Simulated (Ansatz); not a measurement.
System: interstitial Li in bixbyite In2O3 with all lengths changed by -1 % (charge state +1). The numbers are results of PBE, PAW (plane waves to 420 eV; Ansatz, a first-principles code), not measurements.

Cell of 80 host sites held at the strained lattice (strain from the relaxed PBE one, atoms relaxed); one k-point at (0.250, 0.250, 0.250); Fermi-Dirac width 0.01 eV, spin-restricted; finite-size errors left in. Energies are static. The charge state is imposed; whether it is stable for some Fermi level was not computed. Sites that were not tried may lie lower.

Barriers: single points on a 2×2×2 k-point mesh shifted by half a step at the bands' geometries.

Relaxed starting cell (atoms counted from 1):

```xyz
81
Lattice="10.1868 0.0000 0.0000 0.0000 10.1868 0.0000 0.0000 0.0000 10.1868" Properties=species:S:1:pos:R:3 pbc="T T T"
In     7.6274     2.5345     2.5494
In     2.5497     2.5546     2.5494
In     2.5658     7.6308     2.5434
In     2.5622     2.5459     7.6500
In    -0.0047     2.5446     4.7314
In     0.3397     5.0680     2.5411
In     4.7398     5.0739     7.6508
In     2.5501     0.3513     5.0828
In     7.6271     4.7373     5.0829
In    -0.0048     7.6379     0.4260
In     0.3546     0.0908     7.6132
In     2.5447     4.7587    -0.0036
In     4.7470     0.0068     2.5508
In     7.6323     0.3311    -0.0039
In     5.0885     2.5446     0.3535
In     5.0886     7.6380     4.7260
O      3.5221     6.3116     9.0649
O      1.1163     3.5171     1.2003
O      9.0610     1.5724     1.1999
O      6.2035     1.5709     8.9928
O      3.9742     3.5182     8.9927
O      1.2023     1.1194     3.5135
O      8.9751     3.9696     3.5136
O      3.5039     3.8990     6.2161
O      1.1293     1.6065     6.2842
O      3.8821     3.9837     1.5728
O      6.2015     3.5110     3.8915
O      9.0472     3.4830     6.2838
O      3.9755     1.5779     3.8910
O      6.2948     1.1056     1.5724
O      3.8855     6.1984     3.5248
O      6.2919     9.0766     3.5256
O      1.5703     3.8947     3.9879
O      1.5646     8.9991     6.2107
O      1.2025     9.0716     1.5883
O      8.9744     6.2051     1.5872
O      3.5120     1.2070     1.1216
O      3.5111     8.9790     3.9794
O      1.5731     1.1997     9.0762
O      1.5739     6.2934     1.1279
In     2.6518     7.6961     7.6093
In     7.5251     7.5798     7.6094
In     7.6150     2.5430     7.6499
In     7.6113     7.6453     2.5432
In     5.0884     7.6379     9.8689
In     5.4367     0.0153     7.6510
In     9.8368     0.0212     2.5412
In     7.6417     5.4250     0.0180
In     2.5353     9.8501     0.0184
In     5.0885     2.5444     5.4366
In     5.4307     5.0824     2.5506
In     7.6373     9.8370     5.1073
In     9.8233     4.9981     7.6132
In     2.5397     5.4393     5.1070
In    -0.0049     7.6382     5.3324
In    -0.0046     2.5447     9.8557
O      8.6072     1.1941     3.9874
O      6.1918     8.6164     6.2868
O      3.9853     6.6595     6.2860
O      1.1308     6.6438     3.8862
O      9.0467     8.6322     3.8857
O      6.2872     6.1725     8.6369
O      3.8900     9.1032     8.6375
O      8.6026     8.9830     1.1272
O      6.2047     6.6591     1.2089
O      9.0383     8.9608     6.7545
O      1.0882     8.5948     8.9720
O      3.9718     8.6168     1.2090
O      9.0892     6.6813     8.9711
O      1.1382     6.3151     6.7542
O      8.9738     1.1218     8.6064
O      1.2037     3.9661     8.6069
O      6.6554     8.9640     9.0657
O      6.6647     3.8825     1.1224
O      6.2866     3.9723     6.6687
O      3.8905     1.1176     6.6681
O      8.6121     6.2775     6.2098
O      8.6046     3.8891     9.0754
O      6.6670     6.2969     3.9798
O      6.6727     1.1903     6.2166
Li    -0.0048     7.6379     7.8739
```
Cell charge +1.

End state 1 differs by these moves (Å; atoms that move under 0.08 Å are left out):

```csv
atom,element,Δx,Δy,Δz
10,In,-0.08,0.08,-0.01
11,In,-0.01,-0.10,0.04
12,In,0.08,-0.08,0.09
17,O,-0.10,0.00,-0.05
40,O,-0.03,0.00,-0.10
41,In,0.09,0.13,-0.16
42,In,0.13,0.05,0.05
55,In,0.00,-0.01,0.12
66,O,-0.04,0.09,-0.07
67,O,0.08,-0.08,-0.01
69,O,0.07,-0.04,0.02
70,O,0.09,-0.05,0.01
72,O,0.00,0.09,0.03
81,Li,1.33,-1.22,1.00
```

Task: Give the forward and backward barriers to end state 1 at the level PBE, PAW.

Result: forward 0.42 eV, backward 0.072 eV; at the saddle point atom 81 has neighbours O at 1.84, O at 1.86, O at 1.88 Å. The saddle point's order was not checked.
